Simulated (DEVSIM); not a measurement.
Structure: abrupt Si n-p junction, at 350 K.

Layer 1 from the left is Si, thickness (μm) 84.0, Nd (cm⁻³) 5.4e14, τn (s) 3.5e-5, τp (s) 3.5e-5. Layer 2 from the left is Si, thickness (μm) 94.0, Na (cm⁻³) 5.5e17, τn (s) 3.5e-5, τp (s) 3.5e-5.

Left contact: ohmic. Right contact: ohmic. Voltage is applied to the left contact. Recombination: SRH at mid-gap. Mobility is μmin + (μ − μmin)/(1 + (N/Nref)^α).

Constants are typed, rounded textbook-type inputs, not results; the design itself was drawn at random and stands for no fabricated device. Values at 300 K; Nc and Nv go as T^1.5, mobilities as T to minus their exponent, the gap by Varshni's rule with the affinity fixed.

Si: gap (eV) 1.124, affinity (eV) 4.05, permittivity 11.7, Nc (cm⁻³) 2.86e19, Nv (cm⁻³) 3.1e19, μn (cm²/Vs) 1417, μp (cm²/Vs) 470, μn,min 52, μp,min 45, Nref,n 9.7e16, Nref,p 2.2e17, αn 0.68, αp 0.72, T exponent of μn 2.3, T exponent of μp 2.2, Varshni α (eV/K) 0.000473, Varshni β (K) 636.

Task: Estimate by hand the built-in potential, the peak field at zero bias, and compare with a numerical solution.

Result: 
- Built-in potential: ni = √(Nc Nv) exp(−Eg/2kT) = 3.78e11 cm⁻³ with Eg = 1.111 eV; Vbi = kT/q ln(Na Nd/ni²) = 0.647 V; numerical 0.647 V.
- Peak field at zero bias: depletion approximation: W = √(2εVbi/(qN)) = 1.25 μm with N = 5.39e14 cm⁻³; field = 2Vbi/W = 10400 V/cm; numerical 44200 V/cm (estimate below by 77 %).

DEVSIM, 1D drift-diffusion, Boltzmann statistics, complete ionisation; no tunnelling, impact ionisation, image-force lowering or self-heating.
